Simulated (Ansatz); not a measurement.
The parent structure is CsPbBr3 in the cubic perovskite structure (space group Pm-3m, No. 221; a = 5.9376 Å).

Level of theory: Kohn–Sham DFT with the r2SCAN functional, run in Ansatz (a quantum-chemistry and plane-wave program) with PAW and 500 eV plane waves, without spin-orbit coupling.

Before the change:

| Property | Result |
|---|---|
| Band gap | 2.03 eV |
| Hole mass | 0.17 mₑ (at R) |
| Lattice parameter a | 5.938 Å |

Now apply this change: a hydrostatic pressure of 4.2 GPa.

Problem. Estimate the effect on the band gap.

Solution. The band gap decreases by 0.698 eV, from 2.03 eV to 1.34 eV.

Problem. Estimate the effect on the hole mass.

Solution. The hole mass goes from 0.17 mₑ (at R) to 0.10 mₑ (at R).

Problem. Predict the new lattice parameter a.

Solution. The lattice parameter a shrinks by 0.275 Å (5.938 Å → 5.663 Å).

With Pb present, leaving out spin-orbit coupling can change the band edges. Load acts through the strain it causes; cell and atoms are relaxed under it. Masses are band curvatures over ±0.01 Å⁻¹ around the edge. Whether these cells are dynamically stable was not tested. Many cubic perovskites are stable only at high temperature; tilts and polar distortions were not tested. This is not the structure that CsPbBr3 has at room temperature and ambient pressure.
